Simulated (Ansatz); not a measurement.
Base system: InSb in the wurtzite structure (space group P6_3mc, No. 186; a cell from a computed database, its experimental status unchecked).

```
CELL_PARAMETERS angstrom
      4.62387     0.00000     0.00000
     -2.31194     4.00439     0.00000
      0.00000     0.00000     7.61400
ATOMIC_POSITIONS crystal
  In 0.33333 0.66667 0.98800
  In 0.66667 0.33333 0.48800
  Sb 0.33333 0.66667 0.36200
  Sb 0.66667 0.33333 0.86200
```

Cartesian axes are those of the cell as printed.

Calculations: DFT with r2SCAN, PAW potentials and a 500 eV plane-wave cutoff in Ansatz (a quantum-chemistry and plane-wave program), no SOC, earlier PAW set.

For the base:

| Quantity | Value |
|---|---|
| Shortest interatomic distance | 283.7 pm |

One thing is altered: tensor shear ε_yz = −1.86 % (engineering shear γ = -0.0372); the atoms relax in the strained cell.

**Question.** Predict the new largest internal atomic displacement, energy relative to the base, stress and shortest interatomic distance.

**Answer.** The largest internal atomic displacement amounts to 0.015 Å; the energy increases by 2.8 meV/atom; the stress (xx, yy, zz, yz, xz, xy; compression positive) amounts to (0.02, -0.02, 0.02, 0.67, 0.00, 0.00) GPa; the shortest interatomic distance shrinks by 0.9 pm, from 283.7 pm to 282.8 pm.

No phonon test of stability was made. The base started in Cmc2_1 and relaxed to P6_3mc at this level. This is not the structure that InSb has at room temperature and ambient pressure.
